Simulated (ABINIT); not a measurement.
Band structure of ZrBeB (P-6m2, 3 atoms in the cell).

```yaml
crystal:
  lattice:
    - [3.41327, 0.00000, 0.00000]
    - [-1.70663, 2.95598, 0.00000]
    - [0.00000, 0.00000, 3.49602]
  atoms:
    - { symbol: Zr, position: [0.00000, 0.00000, 0.00000] }
    - { symbol: Be, position: [0.33333, 0.66667, 0.50000] }
    - { symbol: B, position: [0.66667, 0.33333, 0.50000] }
```

Computed with PBEsol, PAW (JTH v2.0 PBE PAW, files made for PBE) (plane waves; ABINIT).

Settings: pseudos = [Zr.GGA_PBE-JTH.xml, Be.GGA_PBE-JTH.xml, B.GGA_PBE-JTH.xml]; ecut = 40 Ry; pawecutdg = 80 Ry; pawxcdev = 0; ixc = -116133; occopt = 7; tsmear = 0.00367493 Ha; ngkpt = 11 11 9; nshiftk = 1; shiftk = 0 0 0; potentials = JTH v2.0 PBE PAW; kptopt = 1; nstep = 80.

The starting cell comes from a database of computed structures (which also holds hypothetical and non-ambient phases and stackings), without a prior relaxation at this level. The potentials were made for another functional than the one used.

Levels in eV from the Fermi level, bands 6 to 13:
```tsv
point	6	7	8	9	10	11	12	13
Γ	-9.12	-0.88	-0.79	-0.79	0.64	4.01	4.01	5.56
M	-6.50	-4.65	-1.12	-0.90	-0.34	3.27	4.84	4.92
K	-5.79	-4.19	-3.44	-0.36	0.55	2.72	3.28	3.51
A	-6.85	-4.85	0.84	0.84	1.76	1.76	2.18	2.18
L	-6.58	-3.27	-2.31	-2.18	-0.31	5.14	5.19	5.75
H	-6.28	-4.32	-1.97	-1.45	-0.65	4.97	6.25	6.88
```

Bands cross the Fermi level along this path, so the cell is metallic at this level.
